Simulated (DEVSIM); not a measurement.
Structure: W/Al2O3/p-Si capacitor, at 300 K.

| layer (left to right) | material | thickness (nm) | Na (cm⁻³) |
|---|---|---|---|
| 1 | Al2O3 | 4.60 | - |
| 2 | Si | 4200 | 1.9e16 |

Metal gate on the left, work function 4.6 eV. Fixed charge at the semiconductor interface -2.4e10 cm⁻² (in units of +e); interface traps 1e11 cm⁻² eV⁻¹, uniform in energy, neutral level at 0.7 of the gap above the valence band.

Constants are typed, rounded textbook-type inputs, not results; the design itself was drawn at random and stands for no fabricated device. Values at 300 K.

| parameter | Al2O3 | Si |
|---|---|---|
| gap (eV) | 6.8 | 1.124 |
| affinity (eV) | 1.35 | 4.05 |
| permittivity | 9 | 11.7 |
| Nc (cm⁻³) | - | 2.86e19 |
| Nv (cm⁻³) | - | 3.1e19 |

DEVSIM, 1D Poisson equation in equilibrium, Boltzmann statistics, complete ionisation; no quantum confinement or tunnelling. Metal contacts follow the ideal Schottky-Mott rule: no Fermi-level pinning, no interface dipoles.

Task: Give the band bending (positive: bands bend down) and minority sheet density.

Result: 
```csv
Vg (V),ψs (V),minority carriers (cm⁻²)
-0.8,-0.178,< 1e8
-0.5,-0.081,< 1e8
-0.2,0.167,< 1e8
0.1,0.452,< 1e8
0.4,0.740,6.7e9
0.7,0.905,1.4e12
```
